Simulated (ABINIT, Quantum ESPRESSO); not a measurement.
An ABINIT input for a self-consistent single point of Pt (Fm-3m, 1 atom in the cell) (DFT, LDA (PW92), plane waves, norm-conserving pseudopotentials (PseudoDojo nc-sr-04 LDA standard)):

```
# Pt, PseudoDojo nc-sr-04 LDA standard
pp_dirpath "./"
pseudos "Pt.upf"
acell 3*1.0 Angstrom
rprim
        -0.0000000000    2.0031200000    2.0031200000
         2.0031200000    0.0000000000    2.0031200000
         2.0031200000    2.0031200000    0.0000000000
natom 1
ntypat 1
znucl 78
typat 1
xred    0.0000000000    0.0000000000    0.0000000000
ecut 42 Ha
occopt 3
tsmear 0.00183747
nband 14
kptopt 1
ngkpt 19 19 19
nshiftk 1
shiftk 0 0 0
nstep 60
toldfe 1.0e-09
prtwf 0
prtden 0
prtvol 1
enunit 1
```

Task: Translate this input to Quantum ESPRESSO.

Result: This is the input that was run; spellings and numerical settings could be chosen otherwise.

```fortran
&CONTROL
  calculation = 'scf',
  prefix = 'Pt',
  outdir = './out',
  pseudo_dir = './',
  tprnfor = .true.,
  tstress = .true.,
/
&SYSTEM
  ibrav = 0,
  nat = 1,
  ntyp = 1,
  ecutwfc = 40,
  ecutrho = 320,
  occupations = 'smearing',
  smearing = 'fd',
  degauss = 0.0036749,
/
&ELECTRONS
  conv_thr = 1.0e-11,
  mixing_beta = 0.3,
/
ATOMIC_SPECIES
Pt   195.0840  pt_lda_v1.4.uspp.F.UPF
ATOMIC_POSITIONS {crystal}
Pt    0.0000000000    0.0000000000    0.0000000000
K_POINTS {automatic}
19 19 19  0 0 0
CELL_PARAMETERS {bohr}
   0.0000000000     3.7853481948     3.7853481948
   3.7853481948     0.0000000000     3.7853481948
   3.7853481948     3.7853481948     0.0000000000
```

Basis, cutoffs, solver keys and any potentials are the target program's own. This input uses DFT, LDA (PZ), plane waves, GBRV 1.5 ultrasoft (LDA) pseudopotentials. LDA parametrisations can differ slightly between programs. Both were run: pressure -21.37 GPa in ABINIT and -22.19 in Quantum ESPRESSO.

On Quantum ESPRESSO: the starting cell comes from a database of computed structures (which also holds hypothetical and non-ambient phases and stackings), without a prior relaxation at this level. Its lattice was rescaled by a random factor within 2.5 % of one. Spin polarisation is off. With a pressure of about -22 GPa the cell is away from its equilibrium volume at this level.

On ABINIT: the starting cell comes from a database of computed structures (which also holds hypothetical and non-ambient phases and stackings), without a prior relaxation at this level. Its lattice was rescaled by a random factor within 2.5 % of one. Spin polarisation is off. With a pressure of about -21 GPa the cell is away from its equilibrium volume at this level.
